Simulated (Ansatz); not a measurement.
Input for fluorite (0 0 1) on cubic SrTiO3 (0 0 1) (film strained to the substrate, started from cuts of the bulks and a machine-learned relaxation; slabs Sr4O10Ti3 and Ca4F8, which can lie off the formulas):

Ansatz 0.2 input:
```yaml
crystal:
  lattice:
    - [3.936793, 0.0, 0.049803198]
    - [0.0, 3.936793, -0.007962743]
    - [2.295806445, -0.380477031, 26.70137965]
  atoms:
    - { symbol: Sr, position: [1.053485188, 0.002330102, 0.051508293] }
    - { symbol: O, position: [0.570271732, 0.500087474, 0.025117143] }
    - { symbol: Sr, position: [0.923709343, 0.017003227, 0.203152978] }
    - { symbol: Ti, position: [0.494930135, 0.509382964, 0.120366747] }
    - { symbol: O, position: [1.005638802, 0.508788505, 0.111169107] }
    - { symbol: O, position: [0.508959449, 0.008629287, 0.111321841] }
    - { symbol: O, position: [0.446265658, 0.516224056, 0.187466849] }
    - { symbol: Sr, position: [0.820842458, 0.035331966, 0.360173437] }
    - { symbol: Ti, position: [0.374265054, 0.525084918, 0.27669428] }
    - { symbol: O, position: [0.883599574, 0.523447422, 0.265557293] }
    - { symbol: O, position: [0.38154611, 0.023730844, 0.265608282] }
    - { symbol: O, position: [0.33117236, 0.532049513, 0.343403726] }
    - { symbol: Sr, position: [0.771546609, 0.100549622, 0.52062211] }
    - { symbol: Ti, position: [0.279510122, 0.549287541, 0.433607958] }
    - { symbol: O, position: [0.778933254, 0.538519692, 0.422073744] }
    - { symbol: O, position: [0.27563014, 0.041060985, 0.422162411] }
    - { symbol: O, position: [0.226165178, 0.549589093, 0.500109509] }
    - { symbol: Ca, position: [0.945601094, 0.462068866, 0.742656173] }
    - { symbol: Ca, position: [0.514885708, 0.949491941, 0.640827066] }
    - { symbol: Ca, position: [0.728972159, 0.494492363, 0.946949238] }
    - { symbol: Ca, position: [0.357472407, 0.982504596, 0.8455686] }
    - { symbol: F, position: [0.476933356, 0.455283999, 0.69773361] }
    - { symbol: F, position: [0.978164597, 0.955674156, 0.69856762] }
    - { symbol: F, position: [0.054682121, 0.978119935, 0.594666667] }
    - { symbol: F, position: [0.580197745, 0.455090719, 0.593269185] }
    - { symbol: F, position: [0.269006818, 0.490401632, 0.904045403] }
    - { symbol: F, position: [0.773650581, 0.990354776, 0.906776296] }
    - { symbol: F, position: [0.893995188, 0.977639374, 0.802603369] }
    - { symbol: F, position: [0.402330804, 0.477387176, 0.801492275] }
basis:
  ecutwfc: 420
  ecutrho_ratio: 4
  xc_grid: 2
kpoints:
  mp_grid: { grid: [6, 6, 1] }
hamiltonian:
  xc: pbe
  dispersion: none
  pseudopotentials: { kind: paw }
scf:
  n_extra_bands: 34
  occupations: { method: fermi_dirac, width: 0.05 }
output:
  forces: true
  stress: true
  eigenstates:
    kpoints:
      - [0, 0, 0]
      - [0.5, 0, 0]
      - [0, 0.5, 0]
      - [0.5, 0.5, 0]
    e_range: [-3.5, 3.5]
    localisation: true
relax:
  f_tol: 0.04
  max_steps: 70
  cell: { fix: [a, b, gamma], stress_tol: 0.3 }
```

Method: PBE (plane waves to 420 eV, PAW; Ansatz, a first-principles code). Spin–orbit coupling is left out; the runs are not spin-polarised. Its k-point mesh 6×6×1, Fermi–Dirac width 0.05 eV.

Question: Write the closing report of this run, without the band table and long remarks, to eight decimals at most.

Answer: 
```
SCF converged after 6 iterations
Free energy (F): -41135.829750 eV
Harris-Foulkes:  -41135.829750 eV  (|F-HF|=3.56e-9)
Internal energy: -41135.829750 eV  (E = F + TS)
E sigma→0 (E₀):  -41135.829750 eV
Entropy (-TS):   0.000000 eV (0.000 meV/atom)
Fermi energy:    8.451216 eV
--- Per-component energies (eV) ---
  E_band       = -1670.619514
  E_kinetic    = 6325.777246
  E_local      = -18827.670612  (includes V_loc(G=0)·N_el)
  E_nonlocal   = 2136.492093
  E_hartree    = 6991.340395
  E_xc         = -2928.769640
  E_vxc        = -3481.659442  (∫ρ·V_xc dr)
  E_paw        = -20531.312265  (= ΣΔE_a)
  E_vpaw       = -1806.281159  (= ΣTr[D̂ρ^β])
  E_aug_tail   = 0.041317  (compensation charges beyond the density's cutoff)
  E_ewald      = -14301.728284
  E_smearing   = 0.000000  (= −TS)
  E_closure    = 0.000000  (closes the sum)
  Σ components = -41135.829750   (vs F -41135.829750, Δ=0.00e0)
--- Forces (eV/Å), atoms counted from 1 ---
  atom   1  Sr    -0.00094101     0.00091226     0.00919355
  atom   2  O      0.00076761     0.00128652    -0.02321369
  atom   3  Sr     0.00122789     0.00098162     0.00496290
  atom   4  Ti     0.00312271     0.00393247     0.02186841
  atom   5  O     -0.00035590    -0.00104413    -0.00833106
  atom   6  O     -0.00054307     0.00134211    -0.00843425
  atom   7  O      0.00026005    -0.00075235    -0.01707830
  atom   8  Sr     0.00098669     0.00074189     0.00312283
  atom   9  Ti    -0.00015808     0.00246563    -0.00091628
  atom  10  O     -0.00261602     0.00204736    -0.00055133
  atom  11  O      0.00393725     0.00011811    -0.00038547
  atom  12  O      0.00033065    -0.00108910     0.00526081
  atom  13  Sr     0.00091544     0.00061740    -0.00290271
  atom  14  Ti    -0.00240908    -0.00192563     0.01721652
  atom  15  O      0.00229991     0.00093359    -0.00078316
  atom  16  O      0.00035681     0.00198403     0.00009987
  atom  17  O     -0.00123380    -0.00060062    -0.00433489
  atom  18  Ca    -0.00122562     0.00337677    -0.03332663
  atom  19  Ca    -0.00345012    -0.00000109    -0.01178774
  atom  20  Ca    -0.00205401    -0.00031040     0.02255916
  atom  21  Ca    -0.00411929    -0.00212895     0.00190193
  atom  22  F      0.00235942    -0.00271988     0.00218038
  atom  23  F     -0.00204296    -0.00242416     0.00239285
  atom  24  F      0.00283281    -0.00231479    -0.00552887
  atom  25  F      0.00016931     0.00124128    -0.00563539
  atom  26  F      0.00225236    -0.00271340    -0.00505603
  atom  27  F     -0.00072579    -0.00044815    -0.00548333
  atom  28  F      0.00182125    -0.00327828     0.02222678
  atom  29  F     -0.00176782    -0.00022521     0.02072514
  max |Σ_I F_I| component: 3.80e-5 eV/Å
--- Stress (GPa, compression-positive) ---
       -1.841623       0.002067      -0.090215
        0.002067      -1.839496      -0.142522
       -0.090215      -0.142522       0.042688
  P = ⅓ Tr σ = -1.2128 GPa (-12.128 kbar)
--- Relaxed structure (16 steps of the walk, 13 accepted, 1 SCFs on fresh bases) ---
  F+E_penalty+E_count = -41135.82975037 eV   max|allowed force component| = 3.333e-2 eV/Å   (the final SCF, on the basis selected at the relaxed cell)
  cell:  # Å, volume = 410.3778 Å³
    - [3.93710267, -0.00063884, 0.00645402]
    - [0.00071494, 3.93531808, -0.10804456]
    - [2.00433904, -1.05909337, 26.51901932]
  atoms:
    - { symbol: Sr, position: [1.11396304, 0.00489852, 0.05209870] }
    - { symbol: O, position: [0.62874448, 0.48923449, 0.02189893] }
    - { symbol: Sr, position: [1.03398837, 0.07866730, 0.20768738] }
    - { symbol: Ti, position: [0.57716346, 0.53793484, 0.12303245] }
    - { symbol: O, position: [1.08281703, 0.53173183, 0.11183920] }
    - { symbol: O, position: [0.58279269, 0.03185795, 0.11183213] }
    - { symbol: O, position: [0.54270507, 0.56856483, 0.18971476] }
    - { symbol: Sr, position: [0.95389119, 0.15562406, 0.36626492] }
    - { symbol: Ti, position: [0.49657023, 0.61419414, 0.28161709] }
    - { symbol: O, position: [1.00174365, 0.60607673, 0.26956831] }
    - { symbol: O, position: [0.50145021, 0.10640756, 0.26955729] }
    - { symbol: O, position: [0.46191508, 0.64456621, 0.34824206] }
    - { symbol: Sr, position: [0.87485596, 0.23765607, 0.52625876] }
    - { symbol: Ti, position: [0.41674402, 0.69207313, 0.44036920] }
    - { symbol: O, position: [0.92120747, 0.68260750, 0.42843365] }
    - { symbol: O, position: [0.42098765, 0.18314283, 0.42840976] }
    - { symbol: O, position: [0.38168615, 0.72105611, 0.50679398] }
    - { symbol: Ca, position: [0.76987488, 0.34300751, 0.73719362] }
    - { symbol: Ca, position: [0.32039707, 0.78744391, 0.63276545] }
    - { symbol: Ca, position: [0.66836375, 0.44862295, 0.94219987] }
    - { symbol: Ca, position: [0.21899619, 0.89766367, 0.84123814] }
    - { symbol: F, position: [0.29249057, 0.32123363, 0.69258968] }
    - { symbol: F, position: [0.79231890, 0.82188172, 0.69255542] }
    - { symbol: F, position: [-0.15774345, 0.76609240, 0.58900146] }
    - { symbol: F, position: [0.34218154, 0.26604619, 0.58901888] }
    - { symbol: F, position: [0.18955388, 0.42916553, 0.90091586] }
    - { symbol: F, position: [0.68944993, 0.92940690, 0.90089382] }
    - { symbol: F, position: [0.74169904, 0.87614706, 0.79663086] }
    - { symbol: F, position: [0.24155568, 0.37660117, 0.79664956] }
```

Cost: around 30 core-minutes (rough).
